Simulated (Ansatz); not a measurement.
Consider MgS in the rock salt structure (space group Fm-3m, No. 225; a = 5.203 Å).

The values are results of r2SCAN in Ansatz (plane waves to 500 eV, PAW, without spin-orbit coupling), not measurements.

Strains are applied to the cell and any free atomic positions relax.

One change was made to it. Results:

The electron mass goes from 0.53 mₑ along k, 0.31 mₑ across (at X) to 0.52 mₑ along k, 0.30 mₑ across (at X); the smallest direct gap decreases by 0.48 eV (4.64 eV → 4.16 eV); the hole mass (degenerate bands, along [100]) becomes 0.27, 0.99, 0.99 mₑ (at Γ) (base: 0.28, 0.93, 0.93 mₑ (at Γ)).

**Question.** What was done to the base?
A) isotropic strain +2.00 %
B) isotropic strain +1.00 %
C) isotropic strain +0.50 %
D) isotropic strain +1.50 %
E) isotropic strain +3.00 %

**Answer.** A, isotropic strain +2.00 %. For comparison, the smallest direct gap in the other runs: isotropic strain +1.00 % gives 4.40 eV; isotropic strain +3.00 % gives 3.94 eV; isotropic strain +0.50 % gives 4.52 eV; isotropic strain +1.50 % gives 4.28 eV.

Masses are band curvatures over ±0.01 Å⁻¹ around the edge. Along k means along the line from Γ to the band edge. Whether these cells are dynamically stable was not tested.

Ansatz is an electronic-structure program.
